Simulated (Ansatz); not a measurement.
Inside the gap of an insulator the Bloch states are evanescent, with a wavenumber k + iκ along the transport direction.

Given:

```
CELL_PARAMETERS angstrom
      4.09123     0.00000     0.00000
      0.00000     4.09123     0.00000
      2.04561     2.04561     2.89294
ATOMIC_POSITIONS crystal
  In 0.00000 0.00000 0.00000
  P  0.75000 0.25000 0.50000
```

The cell is strained (all lengths scaled by 0.98); by r2SCAN it stands under a pressure of 4.9 GPa.

Transport runs along the normal of the first two printed cell vectors, the (001) plane of the conventional cell.

The gap is the functional's own, uncorrected, and κ follows it; spin-orbit coupling is left out. Mid-gap means the computed energy nearest the middle.

Problem. Give the band gap and the smallest decay constant κ at mid-gap that r2SCAN (Ansatz, a quantum-chemistry and plane-wave program) yields.

Solution. Gap 1.39 eV on a 10×10×10 mesh; κ = 0.092 1/Å, at the zone centre.
